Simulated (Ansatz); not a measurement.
## A computed series for hypothetical CsCl type VAs: response to strain

Take VAs in the CsCl type structure (space group Pm-3m, No. 221; a = 3.069 Å; a hypothetical phase, not in the database extracts checked; relaxed with 0.1 eV smearing) as the base. Axes: x, y, z lie along the cube axes.

Strains are applied to the cell and any free atomic positions relax; under biaxial strain the out-of-plane vector relaxes too.

The values are results of PBE in Ansatz (plane waves to 420 eV, PAW, spin-orbit coupling left out), not measurements.

Notes on the quantities. energy relative to the base: free energy F; pressure: mean of the normal stresses, compression positive.

| case | shortest interatomic distance | energy relative to the base | pressure | space group |
|---|---|---|---|---|
| base | 2.658 Å | 0 meV/atom | 0.0 GPa | Pm-3m (No. 221) |
| biaxial strain +1.09 %, plane normal [110], relaxed out of plane | 2.653 Å | +2.8 meV/atom | -1.9 GPa | Cmmm (No. 65) |
| biaxial strain +4.47 %, plane normal [110], relaxed out of plane | 2.632 Å | +40 meV/atom | -5.8 GPa | Cmmm (No. 65) |
| biaxial strain +4.97 %, plane normal [111], relaxed out of plane | 2.565 Å | +52 meV/atom | -6.9 GPa | R-3m (No. 166) |
| isotropic strain −0.55 % | 2.643 Å | +1.9 meV/atom | 2.6 GPa | Pm-3m (No. 221) |
| isotropic strain +0.55 % | 2.673 Å | +1.8 meV/atom | -2.4 GPa | Pm-3m (No. 221) |
| isotropic strain +0.95 % | 2.683 Å | +5.3 meV/atom | -4.0 GPa | Pm-3m (No. 221) |
| uniaxial strain ε_xx = +0.24 % | 2.660 Å | +0.1 meV/atom | -0.4 GPa | P4/mmm (No. 123) |
| uniaxial strain ε_yy = −1.46 % | 2.645 Å | +2.6 meV/atom | 2.3 GPa | P4/mmm (No. 123) |
| tensor shear ε_xy = −2.10 % | 2.621 Å | +6.1 meV/atom | 0.3 GPa | Cmmm (No. 65) |

Stability against distortions was not tested. Seeded moments were not kept for the base. The final runs are not spin-polarised. VAs has a high density of states at the Fermi level and may be magnetic at this level.

Ansatz is a quantum-chemistry and plane-wave program.
